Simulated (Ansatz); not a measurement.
**ScOF (P2₁/c, No. 14, 12 atoms in the cell; start mp-4661): properties by level of theory**

```tsv
level (code)	cohesive energy (eV/atom)	band gap (eV)
LDA (Ansatz)	7.57	4.55
PBEsol (Ansatz)	6.92	4.56
r²SCAN+rVV10 (Ansatz)	6.78	5.04
```

Computed values are for a static lattice.  Each level is taken at its own relaxed cell. Cutoffs differ between the levels. Ansatz's density-functional and Hartree–Fock values are scalar-relativistic unless marked +SOC, with PAW data made under PBE.

Caveats: the relaxation could not lower the start's symmetry, so the cell can be a saddle point above a distorted one (LDA, PBEsol, r²SCAN+rVV10). Ansatz's density-functional and Hartree–Fock values are scalar-relativistic unless marked +SOC, with PAW data made under PBE.

Unless a cell is named, each level is at its own relaxed cell (LDA 10.91, PBEsol 11.30, r²SCAN+rVV10 11.34 Å³/atom).

Free atoms are spin-polarised, in the lowest state found; at levels without +SOC their spin–orbit coupling is left out.

The computed numbers hold no vibrational or temperature effects.

A start named mp-… is a Materials Project structure, which need not be a measured phase.

Ansatz is a program for electronic structure.
